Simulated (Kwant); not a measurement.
Model: Hückel tight-binding model, one pz orbital an atom, one spin, coherent transport at 0 K (Kwant). Conductance is in e²/h.

System: π system c1ccc2c(c1)-c1cccc3cccc-2c13 between two chain leads. The π system is taken as planar. Atoms are numbered from 0 in the order of the SMILES. Site energies (eV, carbon 0): [0.0, 0.0, 0.0, 0.0, 0.0, 0.0, 0.0, 0.0, 0.0, 0.0, 0.0, 0.0, 0.0, 0.0, 0.0, 0.0]. Bonds (i, j, β in eV): (0,1,-2.4) (1,2,-2.4) (2,3,-2.4) (3,4,-2.4) (4,5,-2.4) (4,6,-2.4) (6,7,-2.4) (7,8,-2.4) (8,9,-2.4) (9,10,-2.4) (10,11,-2.4) (11,12,-2.4) (12,13,-2.4) (13,14,-2.4) (14,15,-2.4) (5,0,-2.4) (15,6,-2.4) (14,3,-2.4) (15,10,-2.4). Leads: chains of hopping −3.6 eV, joined by −0.72 eV to atoms 7 and 12.

Site energies and bond integrals are typed Hückel values.

Sweep values stay those of the base run.

One input was changed, with this effect: transmission at E = 0 0.0016 → < 1e-12.

### Question
Which change was it?
A. contacts moved from atoms [7, 12] to [0, 2]
B. contacts moved from atoms [7, 12] to [0, 13]
C. contacts moved from atoms [7, 12] to [2, 5]
D. contacts moved from atoms [7, 12] to [8, 11]
E. contacts moved from atoms [7, 12] to [7, 11]
F. contacts moved from atoms [7, 12] to [2, 13]

### Answer
A, contacts moved from atoms [7, 12] to [0, 2]
